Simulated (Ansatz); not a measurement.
Take MgS in the rock salt structure (space group Fm-3m, No. 225; a = 5.1821 Å) as the base. Axes: x, y, z lie along the cube axes.

The change: compressive biaxial strain of 4.53 % in the plane normal to [001], as in epitaxy on a mismatched substrate; the out-of-plane cell vector and the atoms relax.

Levels (all Ansatz, a first-principles code, PAW): PBEsol (420 eV, no SOC); r2SCAN (500 eV, no SOC); HSE06 (420 eV, no SOC).

At the geometry relaxed with PBEsol, these levels gave the following band gaps, in shuffled order: (a) 3.70 eV, (b) 2.59 eV, (c) 3.36 eV.

Question: Match each gap to its level.

Answer: (a) HSE06; (b) PBEsol; (c) r2SCAN.

Single points use the geometry relaxed with PBEsol. HSE06 was sampled on its mesh, a few special points and the semilocal edge points, so its gap is an upper bound. Stability against distortions was not tested. The base started in P3_121 and relaxed to Fm-3m at this level.
